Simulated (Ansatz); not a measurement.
# Short convergence ladders for Zn6Mo (I4mm, 7 atoms in the cell)

```
Zn6Mo
1.0
    0.00000     3.82516     3.82516
    3.82516     0.00000     3.82516
    3.82516     3.82516     0.00000
Zn Mo
6 1
Direct
  0.50000   0.50000   0.00000
  0.00000   0.00000   0.50000
  0.00000   0.50000   0.50000
  0.50000   0.00000   0.00000
  0.50000   0.00000   0.50000
  0.00000   0.50000   0.00000
  0.00654   0.00654   0.99346
```

Base method: LDA (PW92), default PAW files made with PBE (plane waves; Ansatz, a quantum-chemistry and plane-wave program).

Base settings: basis.ecutwfc = 30.9 Ry; kpoints.mp_grid.grid = 4 4 4; hamiltonian.xc = lda; hamiltonian.pseudopotentials = {kind: paw} (the program's default PAW files); scf.occupations.method = fermi_dirac; scf.occupations.width = 0.0073 Ry.

The count of work is k-points × plane waves × bands × iterations; it is no time. 

**The cutoff for other potential files**

Level: DFT, LDA (PW92), plane waves, harder PAW files (source: ansatz) made with PBE.

In this ladder: hamiltonian.pseudopotentials = {kind: paw, source: ansatz}.

The second cell is the first with its lattice scaled by 0.98.

The mesh stays at the base's, so the ladder's end is converged at best in this setting alone.

The first pressure column holds Ansatz's estimate of the finite-basis (Pulay) stress, which hides part of the cutoff error; the other is without it.

Only quantities that move along the ladder and can be compared are tabulated.

```csv
basis.ecutwfc,free energy less the last step's (meV/atom),energy of the compressed cell less the first (meV/atom),pressure (GPa),pressure without the Pulay estimate (GPa),largest difference of a force vector from the last step's (eV/Å),count of work / last
21.7 Ry,23520.25,-211.91,0.08,-1179.32,0.144,0.11
26.8 Ry,3964.94,4.59,-8.83,-260.92,0.055,0.15
33.8 Ry,279.19,-18.20,-6.52,-32.18,0.004,0.20
41.2 Ry,11.63,-22.99,-6.85,-8.24,0.000,0.28
48.5 Ry,1.65,-22.96,-6.86,-6.90,0.000,0.36
58.1 Ry,1.04,-22.98,-6.86,-6.88,0.000,0.47
72.8 Ry,0.30,-22.98,-6.86,-6.88,0.000,0.65
97 Ry,0.00,-22.99,-6.86,-6.86,0.000,1.0
```

Coarsest basis.ecutwfc that holds the energy of the compressed cell less the first within 2 meV/atom of the last step, with all finer ones: 41.2 Ry, at 0.28 of the last step's count of work; the step before is off by 4.8 meV/atom.

Coarsest basis.ecutwfc that holds the forces within 0.02 eV/Å of the last step, with all finer ones: 33.8 Ry, at 0.20 of the last step's count of work; the step before is off by 0.055 eV/Å.

Coarsest basis.ecutwfc that holds the pressure without the Pulay estimate within 0.5 GPa of the last step, with all finer ones: 48.5 Ry, at 0.36 of the last step's count of work; the step before is off by 1.4 GPa.

The energy difference between the two cells stays within 1 meV/atom of the last step's from 41.2 Ry on, the total only from 72.8 Ry on: much of the error is common to both cells and cancels.

At the lowest cutoff the pressure without the Pulay estimate lies 1170 GPa under the last step's, the usual sign of Pulay stress in an incomplete plane-wave basis.

**The density cutoff**

The second cell is the first with its lattice scaled by 0.98.

The mesh stays at the base's, so the ladder's end is converged at best in this setting alone.

Only quantities that move along the ladder and can be compared are tabulated.

```tsv
basis.ecutrho_ratio	free energy less the last step's (meV/atom)	energy of the compressed cell less the first (meV/atom)	pressure (GPa)
2	-12.65	-20.93	-6.08
3	-0.16	-23.01	-6.85
4	0.00	-23.03	-6.87
5	0.00	-23.03	-6.87
6	0.00	-23.03	-6.87
8	0.00	-23.03	-6.87
10	0.00	-23.03	-6.87
12	0.00	-23.03	-6.87
16	0.00	-23.03	-6.87
```

Coarsest basis.ecutrho_ratio that holds the free energy within 2 meV/atom of the last step, with all finer ones: 3; the step before is off by 13 meV/atom.

Coarsest basis.ecutrho_ratio that holds the energy of the compressed cell less the first within 0.5 meV/atom of the last step, with all finer ones: 3; the step before is off by 2.1 meV/atom.

Coarsest basis.ecutrho_ratio that holds the pressure within 0.2 GPa of the last step, with all finer ones: 3; the step before is off by 0.79 GPa.

**The relaxed cell against the cutoff**

On Zn6Mo (Fm-3m, 7 atoms in the cell): atoms on their sites.

In this ladder: relax = cell and atoms.

The mesh stays at the base's, so the ladder's end is converged at best in this setting alone.

Only quantities that move along the ladder and can be compared are tabulated.

| basis.ecutwfc | relaxed volume (Å³/atom) | relaxation steps |
|---|---|---|
| 21.7 Ry | 15.127 | 13 |
| 26.1 Ry | 14.985 | 7 |
| 30.9 Ry | 14.970 | 5 |
| 37.1 Ry | 14.966 | 5 |
| 46.3 Ry | 14.967 | 5 |
| 61.7 Ry | 14.967 | 5 |

Coarsest basis.ecutwfc that holds the relaxed volume within 0.075 Å³/atom of the last step, with all finer ones: 26.1 Ry; the step before is off by 0.16 Å³/atom.

At the lowest cutoff the cell relaxes to a volume 1.1 % larger than at the highest. Ansatz relaxes on a stress corrected for the finite basis.

On the base run: the starting cell comes from a database of computed structures (which also holds hypothetical and non-ambient phases and stackings), without a prior relaxation at this level. Its lattice was rescaled by up to half a per cent. One atom was moved a little off its site on purpose. Spin polarisation is off.

Left out of this page: 2 runs of the series failed or unconverged.

Keys are those of Ansatz 0.2.
